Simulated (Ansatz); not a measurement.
GaAs: response to strain

Start from GaAs in the zinc blende structure (space group F-43m, No. 216).

```
GaAs
1.0
    0.00000     2.82948     2.82948
    2.82948     0.00000     2.82948
    2.82948     2.82948     0.00000
Ga As
1 1
Direct
  0.00000   0.00000   0.00000
  0.25000   0.25000   0.25000
```

Cartesian axes are those of the cell as printed.

Strains are applied to the cell and any free atomic positions relax.

All numbers come from PBEsol in Ansatz (plane waves to 420 eV, PAW, without spin-orbit coupling).

Notes on the quantities. energy relative to the base: free energy F.

```csv
variant,band gap,energy relative to the base,largest internal atomic displacement,shortest interatomic distance
base,0.42 eV,0 meV/atom,–,2.450 Å
tensor shear ε_xy = +2.00 %,0.24 eV,+6.2 meV/atom,0.016 Å,2.436 Å
tensor shear ε_xy = +1.43 %,0.30 eV,+3.2 meV/atom,0.011 Å,2.440 Å
tensor shear ε_xy = +1.71 %,…,…,…,…
tensor shear ε_xy = +1.14 %,0.32 eV,+2.0 meV/atom,–,2.442 Å
```

Q: Some entries are withheld; estimate them.

A: 
- tensor shear ε_xy = +1.71 %, band gap: 0.27 eV
- tensor shear ε_xy = +1.71 %, energy relative to the base: +4.6 meV/atom
- tensor shear ε_xy = +1.71 %, largest internal atomic displacement: 0.013 Å
- tensor shear ε_xy = +1.71 %, shortest interatomic distance: 2.438 Å

Whether these cells are dynamically stable was not tested. A zero or small gap of GaAs under tensor shear ε_xy = +2.00 %, GaAs under tensor shear ε_xy = +1.43 % and GaAs under tensor shear ε_xy = +1.71 % can be the functional's error rather than a property of the material.

Ansatz is a first-principles code.
